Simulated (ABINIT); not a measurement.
## Worked example: self-consistent single point of Cd (P6_3/mmc, 2 atoms in the cell) in ABINIT

Method of the run: PBE, PAW (JTH v2.0 PBE PAW) (plane waves; ABINIT).

This input was run:

```
# Cd, JTH v2.0 PBE PAW
pp_dirpath "./"
pseudos "Cd.GGA_PBE-JTH.xml"
acell 3.0038401450 3.0038401450 5.6649600000 Angstrom
rprim
         0.5000000000   -0.8660254038    0.0000000000
         0.5000000000    0.8660254038    0.0000000000
         0.0000000000    0.0000000000    1.0000000000
natom 2
ntypat 1
znucl 48
typat 1 1
xcart
         2.8382175981    1.6386456943    2.6763057267
         2.8382175981   -1.6386456943    8.0289171802
ecut 40 Ry
pawecutdg 80 Ry
pawxcdev 0
occopt 7
tsmear 0.1 eV
nband 17
kptopt 1
ngkpt 13 13 6
nshiftk 1
shiftk 0 0 0
nstep 60
tolvrs 1.0e-10
prtwf 0
prtden 0
enunit 2
```

Output (repeated stretches shortened):

```
 Symmetries : space group P6_3/m m c (#194); Bravais hP (primitive hexag.)

 -outvars: echo values of preprocessed input variables --------
            acell      5.6764352210E+00  5.6764352210E+00  1.0705222954E+01 Bohr
             ecut      2.00000000E+01 Hartree
           enunit           2
              ixc     -101130
         kptrlatt       13    0    0      0   13    0      0    0    6
          kptrlen      6.42313377E+01
            natom           2
            nband          17
            ngfft          24      24      45
          ngfftdg          36      36      64
             nkpt          84
            nstep          60
             nsym          24
           ntypat           1
           occopt           7
        pawecutdg      4.00000000E+01 Hartree
         pawxcdev           0
            rprim      5.0000000000E-01 -8.6602540380E-01  0.0000000000E+00
                       5.0000000000E-01  8.6602540380E-01  0.0000000000E+00
                       0.0000000000E+00  0.0000000000E+00  1.0000000000E+00
          spgroup         194
           tolvrs      1.00000000E-10
           tsmear      3.67493254E-03 Hartree
            typat      1  1
           useylm           1
             xred      3.3333333115E-01  6.6666666448E-01  2.4999999781E-01
                       6.6666666448E-01  3.3333333115E-01  7.4999999781E-01
            znucl       48.00000

== DATASET  1 ==================================================================

 Real(R)+Recip(G) space primitive vectors, cartesian coordinates (Bohr,Bohr^-1):
 R(1)=  2.8382176 -4.9159371  0.0000000  G(1)=  0.1761669 -0.1017100  0.0000000
 R(2)=  2.8382176  4.9159371  0.0000000  G(2)=  0.1761669  0.1017100  0.0000000
 R(3)=  0.0000000  0.0000000 10.7052230  G(3)=  0.0000000  0.0000000  0.0934123
 Unit cell volume ucvol=  2.9872923E+02 bohr^3
 Angles (23,13,12)=  9.00000000E+01  9.00000000E+01  1.20000000E+02 degrees

 Coarse grid specifications (used for wave-functions):

 getcut: wavevector=  0.0000  0.0000  0.0000  ngfft=  24  24  45
         ecut(hartree)=     20.000   => boxcut(ratio)=   2.04163

 Fine grid specifications (used for densities):

 getcut: wavevector=  0.0000  0.0000  0.0000  ngfft=  36  36  64
         ecut(hartree)=     40.000   => boxcut(ratio)=   2.09985

   1.24002896E+03                                ecore*ucvol(ha*bohr**3)

_setup2: Arith. and geom. avg. npw (full set) are    1276.334    1276.323

--- !BeginCycle
solver: {iscf: 17, nstep: 60, nline: 4, wfoptalg: 10, }
tolerances: {tolvrs: 1.00E-10, }
...

     iter   Etot(hartree)      deltaE(h)  residm     nres2
 ETOT  1  -94.984147136291    -9.498E+01 4.678E-01 1.952E+00
 ETOT  2  -95.103335066649    -1.192E-01 1.293E-01 3.967E-01
 ETOT  3  -95.102813551135     5.215E-04 9.284E-02 5.281E-02
 ETOT  4  -95.103569193051    -7.556E-04 2.754E-02 1.042E-02
 ETOT  5  -95.103849632549    -2.804E-04 3.041E-02 9.187E-04
 ETOT  6  -95.103883279174    -3.365E-05 1.251E-02 1.517E-05
   [... 14 lines left out ...]
 ETOT 21  -95.103901997525    -2.277E-11 3.950E-03 5.704E-09
 ETOT 22  -95.103901997527    -1.606E-12 3.328E-03 2.967E-09
 ETOT 23  -95.103901997533    -6.693E-12 2.841E-03 1.929E-09
 ETOT 24  -95.103901997530     3.865E-12 2.200E-03 2.589E-10
 ETOT 25  -95.103901997530    -1.847E-13 1.762E-03 1.071E-11

 At SCF step   25       nres2   =  1.07E-11 < tolvrs=  1.00E-10 =>converged.

 Cartesian components of stress tensor (hartree/bohr^3)
  sigma(1 1)= -4.82494270E-05  sigma(3 2)=  0.00000000E+00
  sigma(2 2)= -4.82494275E-05  sigma(3 1)=  0.00000000E+00
  sigma(3 3)= -2.61171601E-05  sigma(2 1)=  0.00000000E+00

 ----iterations are completed or convergence reached----

 reduced coordinates (array xred) for    2 atoms
       0.333333331147      0.666666664481      0.249999997812
       0.666666664481      0.333333331147      0.749999997812
 cartesian forces (eV/Angstrom) at end:
    1     -0.00000000000000    -0.00000000000000    -0.00000000000000
    2     -0.00000000000000    -0.00000000000000    -0.00000000000000
 frms,max,avg= 0.0000000E+00 0.0000000E+00   0.000E+00  0.000E+00  0.000E+00 e/A
 length scales=  5.676435221017  5.676435221017 10.705222953752 bohr
              =  3.003840145000  3.003840145000  5.664960000000 angstroms
 Fermi (or HOMO) energy (hartree) =   0.26790   Average Vxc (hartree)=  -0.37616
 Eigenvalues (hartree) for nkpt=  84  k points:
 kpt#   1, nband= 17, wtk=  0.00099, kpt=  0.0000  0.0000  0.0000 (reduced coord)
  -0.09273   -0.08356   -0.07110   -0.07110   -0.06933   -0.06933   -0.05301   -0.05301
  -0.05275   -0.04426   -0.04426    0.15533    0.15929    0.64246    0.72494    0.73050
   0.77367
      occupation numbers for kpt#   1
   2.00000    2.00000    2.00000    2.00000    2.00000    2.00000    2.00000    2.00000
   2.00000    2.00000    2.00000    2.00000    2.00000    0.00000    0.00000    0.00000
   0.00000
 prteigrs : prtvol=0 or 1, do not print more k-points.

 Fermi (or HOMO) energy (eV) =   7.28981   Average Vxc (eV)= -10.23572
 Eigenvalues (   eV  ) for nkpt=  84  k points:
 kpt#   1, nband= 17, wtk=  0.00099, kpt=  0.0000  0.0000  0.0000 (reduced coord)
  -2.52342   -2.27386   -1.93461   -1.93461   -1.88666   -1.88666   -1.44241   -1.44241
  -1.43533   -1.20441   -1.20441    4.22680    4.33454   17.48215   19.72664   19.87791
  21.05275
 prteigrs : prtvol=0 or 1, do not print more k-points.

--- !EnergyTerms
comment             : Components of total free energy in Hartree
kinetic             :  2.55421264146830E+01
hartree             :  1.76412623557108E+01
xc                  : -6.46022455674778E+00
Ewald energy        : -7.81223011153452E+01
psp_core            :  4.15101312798347E+00
local_psp           : -5.98508409532460E+01
spherical_terms     :  1.99518024086419E+00
internal            : -9.51037844860975E+01
'-kT*entropy'       : -1.16626145803520E-04
total_energy        : -9.51039011122432E+01
total_energy_eV     : -2.58790875974873E+03
...

-Cartesian components of stress tensor (GPa)         [Pressure=  1.2025E+00 GPa]
- sigma(1 1)= -1.41954691E+00  sigma(3 2)=  0.00000000E+00
- sigma(2 2)= -1.41954693E+00  sigma(3 1)=  0.00000000E+00
- sigma(3 3)= -7.68393250E-01  sigma(2 1)=  0.00000000E+00

 Calculation completed.
```

The run converged in 25 iterations.

The starting cell has typed, rounded lattice constants, without a prior relaxation at this level. Its lattice was rescaled by a random factor within 2.5 % of one.

Cost on one core of a shared machine: roughly 2 min.
